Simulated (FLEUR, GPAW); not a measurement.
A GPAW input for a self-consistent single point of PbF₂ (Fm-3m, 3 atoms in the cell) (DFT PBEsol, plane waves, GPAW PAW datasets PBEsol (made by gpaw-setup)):

```python
from ase import Atoms
from ase.units import GPa
from gpaw import GPAW

atoms = Atoms(['Pb', 'F', 'F'],
              cell=[[0.000000, 2.919201, 2.919201],
                    [2.919201, 0.000000, 2.919201],
                    [2.919201, 2.919201, 0.000000]],
              positions=[[0.000000, 0.000000, 0.000000],
                         [4.378801, 4.378801, 4.378801],
                         [1.459601, 1.459601, 1.459601]],
              pbc=True)

calc = GPAW(mode={'name': 'pw', 'ecut': 900},
            xc='PBEsol',
            kpts={'size': (10, 10, 10), 'gamma': True},
            occupations={'name': 'fermi-dirac', 'width': 0.0},
            nbands=-6,
            convergence={'forces': 0.001, 'bands': -4},
            symmetry={'symmorphic': False, 'tolerance': 0.0005},
            maxiter=150)

atoms.calc = calc

energy = atoms.get_potential_energy()
print('Energy (eV):', round(energy, 6))
forces = atoms.get_forces()
print('Forces (eV/Ang):')
print(forces.round(5))
stress = atoms.get_stress()
print('Stress (GPa, Voigt):', (stress / GPa).round(4))
```

Question: Translate this input to FLEUR.

Answer: One input that does it (others would too):

Input of the input generator:

```
PbF2
&input film=f /
0.0000000000 2.9192010000 2.9192010000
2.9192010000 0.0000000000 2.9192010000
2.9192010000 2.9192010000 0.0000000000
1.8897261246
1.0 1.0 1.0

3
82 0.0000000000 0.0000000000 0.0000000000
9 0.7500000000 0.7500000000 0.7500000000
9 0.2500000000 0.2500000000 0.2500000000

&comp jspins=1 /
&exco xctyp='PBEs' /
&kpt div1=10 div2=10 div3=10 gamma=t /
&end /
```

```xml
<?xml version="1.0" encoding="UTF-8" standalone="no"?>
<fleurInput fleurInputVersion="0.39">
   <comment>
      PbF2                                                                                                
   </comment>
   <calculationSetup>
      <cutoffs Kmax="3.8" Gmax="15.2" GmaxXC="15.2" numbands="0"/>
      <scfLoop itmax="60" minDistance="0.00001" maxIterBroyd="15" imix="Anderson" alpha="0.05" precondParam="0.0" spinf="2.0"/>
      <coreElectrons ctail="T" frcor="F" kcrel="0" coretail_lmax="0"/>
      <xcFunctional name="PBEs" relativisticCorrections="F"/>
      <magnetism jspins="1"/>
      <soc l_soc="F" theta="0.0" phi="0.0" spav="F"/>
      <expertModes spex="0" secvar="F"/>
      <geometryOptimization l_f="T" forcealpha="1.0" forcemix="BFGS" epsdisp="0.00001" epsforce="0.00001"/>
      <ldaU l_linMix="F" mixParam="0.05" spinf="1.0"/>
   </calculationSetup>
   <cell>
      <bzIntegration valenceElectrons="28.0" mode="hist" fermiSmearingEnergy="0.0001">
         <kPointListSelection listName="default-1"/>
         <!-- k-points included here -->
         <xi:include xmlns:xi="http://www.w3.org/2001/XInclude" href="kpts.xml"> </xi:include>
      </bzIntegration>
      <!-- symmetry operations included here -->
      <xi:include xmlns:xi="http://www.w3.org/2001/XInclude" href="sym.xml"> </xi:include>
      <bulkLattice scale="1.0">
         <bravaisMatrix>
            <row-1>    0.0000000000000000     5.5164903926584445     5.5164903926584445</row-1>
            <row-2>    5.5164903926584445     0.0000000000000000     5.5164903926584445</row-2>
            <row-3>    5.5164903926584445     5.5164903926584445     0.0000000000000000</row-3>
         </bravaisMatrix>
      </bulkLattice>
   </cell>
   <atomSpecies>
      <species name="Lead (Pb)" element="Pb" atomicNumber="82">
         <mtSphere radius="2.68" gridPoints="925" logIncrement="0.015"/>
         <atomicCutoffs lmax="10" lnonsphr="8"/>
         <electronConfig flipSpins="F">
            <coreConfig>(1s1/2) (2s1/2) (2p1/2) (2p3/2) (3s1/2) (3p1/2) (3p3/2) (4s1/2) (3d3/2) (3d5/2) (4p1/2) (4p3/2) (5s1/2) (4d3/2) (4d5/2) (4f5/2) (4f7/2) (5p1/2) (5p3/2)</coreConfig>
            <valenceConfig>(6s1/2) (5d3/2) (5d5/2) (6p1/2) (6p3/2)</valenceConfig>
            <stateOccupation state="(6p1/2)" spinUp="0.3333333333333" spinDown="0.3333333333333"/>
            <stateOccupation state="(6p3/2)" spinUp="0.6666666666667" spinDown="0.6666666666667"/>
         </electronConfig>
         <energyParameters s="6" p="6" d="6" f="5"/>
         <lo type="SCLO" l="2" n="5" eDeriv="0"/>
      </species>
      <species name="Fluorine (F)" element="F" atomicNumber="9">
         <mtSphere radius="1.61" gridPoints="555" logIncrement="0.019"/>
         <atomicCutoffs lmax="6" lnonsphr="4"/>
         <electronConfig flipSpins="F">
            <coreConfig>(1s1/2)</coreConfig>
            <valenceConfig>(2s1/2) (2p1/2) (2p3/2)</valenceConfig>
            <stateOccupation state="(2p1/2)" spinUp="0.8333333333333" spinDown="0.8333333333333"/>
            <stateOccupation state="(2p3/2)" spinUp="1.6666666666667" spinDown="1.6666666666667"/>
         </electronConfig>
         <energyParameters s="2" p="2" d="3" f="4"/>
      </species>
   </atomSpecies>
   <atomGroups>
      <atomGroup species="Lead (Pb)">
         <relPos label="                   1">.0000000000 .0000000000 .0000000000</relPos>
         <force calculate="T" relaxXYZ="TTT"/>
      </atomGroup>
      <atomGroup species="Fluorine (F)">
         <relPos label="                   2">-1.000/4.000 -1.000/4.000 -1.000/4.000</relPos>
         <relPos label="                   3">1.000/4.000 1.000/4.000 1.000/4.000</relPos>
         <force calculate="T" relaxXYZ="TTT"/>
      </atomGroup>
   </atomGroups>
   <output dos="F" band="F" slice="F">
      <checks vchk="F" cdinf="F"/>
      <bandDOS minEnergy="-.5*Htr" maxEnergy="0.5*Htr" sigma="0.015" storeEVData="T"/>
      <vacuumDOS vacdos="F" integ="F" star="F" nstars="0" locx1="0.0" locy1="0.0" locx2="0.0" locy2="0.0" nstm="0" tworkf="0.0"/>
      <unfoldingBand unfoldBand="F" supercellX="1" supercellY="1" supercellZ="1"/>
      <plotting iplot="0" polar="F">
         <plot TwoD="T" vec1="  1.0  0.0  0.0" vec2="  0.0  1.0  0.0" vec3="  0.0  0.0  1.0" zero="  0.0  0.0  0.0" file="plot"/>
      </plotting>
      <chargeDensitySlicing numkpt="0" minEigenval="0.0" maxEigenval="0.0" nnne="0" pallst="F"/>
      <specialOutput eonly="F"/>
      <magneticCircularDichroism mcd="F" energyLo="-10.0" energyUp="0.0"/>
   </output>
  <!-- We include the file relax.xml here to enable relaxations (see documentation) -->
  <xi:include xmlns:xi="http://www.w3.org/2001/XInclude" href="relax.xml"> <xi:fallback/> </xi:include>
</fleurInput>
```

Basis, cutoffs, solver keys and any potentials are the target program's own. This input uses DFT, PBEsol, all-electron FLAPW (FLEUR), scalar-relativistic valence. Both were run: gap on the mesh 4.231 eV in GPAW and 4.451 in FLEUR.

On GPAW: the starting cell comes from a database of computed structures (which also holds hypothetical and non-ambient phases and stackings), without a prior relaxation at this level. Its lattice was rescaled by a random factor within 2.5 % of one. Spin-orbit coupling is off.

On FLEUR: the starting cell comes from a database of computed structures (which also holds hypothetical and non-ambient phases and stackings), without a prior relaxation at this level. Its lattice was rescaled by a random factor within 2.5 % of one. Spin-orbit coupling is off. Values depend on the basis (sphere radii, cutoffs, local orbitals), which need not be converged.
